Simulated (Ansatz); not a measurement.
The starting structures come from a database of crystals and need not be the phases stable at ambient conditions.

The decay constant κ of evanescent states in the gap governs leakage through a thin film.

Given:

```
CaKF3
1.0
    6.22474     0.00000     0.00000
    0.04294     6.27250     0.00000
    0.00000     0.00000     8.87410
K Ca F
4 4 12
Cartesian
  6.24242   2.94682   2.21853
  0.02526   3.32568   6.65558
  3.13745   6.11883   2.21853
  3.13023   0.15368   6.65558
  0.00000   0.00000   4.43705
  0.00000   0.00000   0.00000
  3.13384   3.13625   4.43705
  3.13384   3.13625   0.00000
  5.82364   0.23898   2.21853
  0.44404   6.03352   6.65558
  3.56320   3.11555   2.21853
  2.70447   3.15695   6.65558
  4.39039   5.01298   4.64293
  1.87729   1.25952   4.23117
  1.87729   1.25952   0.20588
  4.39039   5.01298   8.66822
  1.29006   4.40769   4.06079
  4.97762   1.86482   4.81331
  4.97762   1.86482   8.49784
  1.29006   4.40769   0.37626
```

Space group of this cell: P2_1/m. The cell is taken as given; by r2SCAN its mean pressure is -2.2 GPa.

Transport runs along the normal of the first two printed cell vectors.

No gap correction and no spin-orbit coupling; mid-gap values are interpolated between computed energies.

Problem. State the band gap and the smallest decay constant κ at mid-gap according to Ansatz (a quantum-chemistry and plane-wave program) with r2SCAN.

Solution. Gap 7.36 eV on a 6×6×4 mesh; κ = 0.525 1/Å, at the zone centre.
